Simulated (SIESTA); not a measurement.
Band structure of TlPF6 (R-3m, 8 atoms in the cell).

```
TlPF6
1.0
    2.69369     1.55521     4.82570
   -2.69369     1.55521     4.82570
    0.00000    -3.11041     4.82570
Tl P F
1 1 6
Direct
  0.50000   0.50000   0.50000
  0.00000   0.00000   0.00000
  0.64675   0.07849   0.07849
  0.35325   0.92151   0.92151
  0.07849   0.64675   0.07849
  0.92151   0.35325   0.92151
  0.07849   0.07849   0.64675
  0.92151   0.92151   0.35325
```

Computed with GGA PBEsol, numerical atomic orbitals DZP, PseudoDojo PBEsol standard norm-conserving potentials (rewritten from UPF to PSML) in SIESTA.

Settings: XC.functional = GGA; XC.authors = PBEsol; potentials = PseudoDojo PBEsol standard; PAO.BasisSize = DZP; PAO.EnergyShift = 0.005 Ry; MeshCutoff = 400 Ry; kgrid.MonkhorstPack = 6 6 6; OccupationFunction = FD; ElectronicTemperature = 116.05 K; MaxSCFIterations = 150; SCF.Mixer.Method = Pulay; SCF.Mixer.Weight = 0.2; SCF.Mixer.History = 8; SCF.DM.Tolerance = 1.0E-05.

The starting cell comes from a database of computed structures (which also holds hypothetical and non-ambient phases and stackings), without a prior relaxation at this level. Its lattice was rescaled by a random factor within 2.5 % of one. Spin-orbit coupling is off. Values carry the incompleteness of an atom-centred basis.

Predict the gap along the standard path and the places of the band edges.

The gap along the path is 5.87 eV, from L to Z; the smallest direct gap on it is 6.24 eV.

Levels in eV from the top of the valence band on the path, bands 27 to 31:
| point | 27 | 28 | 29 | 30 | 31 |
|---|---|---|---|---|---|
| Γ | -1.38 | -0.72 | -0.72 | -0.69 | 6.95 |
| L | -0.93 | -0.81 | -0.72 | 0.00 | 6.24 |
| B1 | -0.89 | -0.84 | -0.67 | -0.26 | 7.02 |
| B | -0.89 | -0.84 | -0.67 | -0.26 | 7.02 |
| Z | -0.74 | -0.61 | -0.61 | -0.42 | 5.87 |
| X | -0.89 | -0.86 | -0.67 | -0.24 | 7.00 |
| Q | -0.89 | -0.86 | -0.67 | -0.24 | 7.00 |
| F | -0.98 | -0.87 | -0.59 | -0.49 | 6.85 |
| P1 | -0.89 | -0.86 | -0.62 | -0.33 | 6.81 |
| P | -0.89 | -0.86 | -0.62 | -0.33 | 6.81 |

Higher empty bands are left out: an atom-centred basis made for the valence describes them poorly.
